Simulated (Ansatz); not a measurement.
## A constructed model of the (111)B surface of 3C silicon carbide, C-terminated, (√3x√3)R30° Bi adatom at T4 (bottom of the slab: 3 H on 3 bottom sites)

Level of theory: PBE (plane waves to 420 eV, PAW; Ansatz, a first-principles code).

Slab: 28 atoms, 11.8 Å thick at the start with caps and adatoms (thin: gaps and levels are the slab's own); k 6x6x1, smearing 0.025 eV, dipole-corrected; 6 atoms held, the rest relaxed; held to the start's symmetry, so lower structures may exist; no spin, no spin-orbit, no U. In PBE it is, or lies within 0.01 eV a 1x1 cell of, the lowest of the 2 structures of its composition computed so far; subsurface sites and larger cells were not tried.

```yaml
gap_of_the_slab_on_its_k_mesh: 1.87 eV
highest_filled_level_below_the_top_vacuum_level: 3.75 eV
energy_released_by_relaxation: 1.17 eV
cost: around 2.6 core-minutes (rough)
```
